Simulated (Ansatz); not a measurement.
InP (F-43m), r2SCAN with spin-orbit coupling, rigid bands in Ansatz (a first-principles code): N_c = 5.80e17 cm⁻³ at 300 K and an electron conductivity mass of 0.0842 mₑ.

For 1e16 electrons per cm³ at 300 K, place the Fermi level, estimate the Seebeck coefficient of a parabolic band with constant τ, and give mobility and conductivity for τ = 50 fs.

The level lies k_BT ln(N_c/n) = 0.105 eV below the conduction-band minimum. S ≈ −(k_B/e)[ln(N_c/n) + 5/2] = -565 μV/K, against -559 μV/K from the full bands (mean over directions). μ = eτ/m = 1040 cm²/(V·s) and σ = neμ = 1.67 S/cm. τ is assumed, not computed.

Band transport and this doping are assumed; polarons and phonon drag are left out.
